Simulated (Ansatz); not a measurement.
## Ti2SnC (P6₃/mmc, No. 194; cell taken from a computed entry)

Calculation: r²SCAN in Ansatz (PAW).

Settings: plane-wave cutoff 600 eV, 24×24×4 k mesh (along the axes of the cell as run), Fermi–Dirac smearing 0.049 eV (set by the program), no spin polarisation, scalar-relativistic PAW data made under PBE.

Cell (relaxed at this level):

```cif
data_C2Sn2Ti4
_chemical_formula_sum 'Ti4 Sn2 C2'
_space_group_name_H-M_alt 'P63/mmc'
_space_group_IT_number 194
_space_group_name_Hall '-P 6c 2c'
_cell_length_a 3.16458
_cell_length_b 3.16458
_cell_length_c 13.72296
_cell_angle_alpha 90.000
_cell_angle_beta 90.000
_cell_angle_gamma 120.000
loop_
_atom_site_label
_atom_site_type_symbol
_atom_site_symmetry_multiplicity
_atom_site_Wyckoff_symbol
_atom_site_fract_x
_atom_site_fract_y
_atom_site_fract_z
_atom_site_occupancy
Ti1 Ti 4 f 0.33333 0.66667 0.08100 1
Sn1 Sn 2 d 0.66667 0.33333 0.25000 1
C1 C 2 a 0.00000 0.00000 0.00000 1
```

- Voigt–Reuss–Hill bulk modulus = 146 GPa
- polycrystal shear modulus (Hill average) = 103 GPa
- Young modulus = 250 GPa
- Poisson ratio = 0.214

Note: the relaxation could not lower the start's symmetry, so the cell can be a saddle point above a distorted one.

Elastic constants are with the ions relaxed.

Spin–orbit coupling is not included.

Computed values are for the static lattice.

The result took about 2.2 core-hours (a rough figure).

Ansatz is a program for electronic structure.
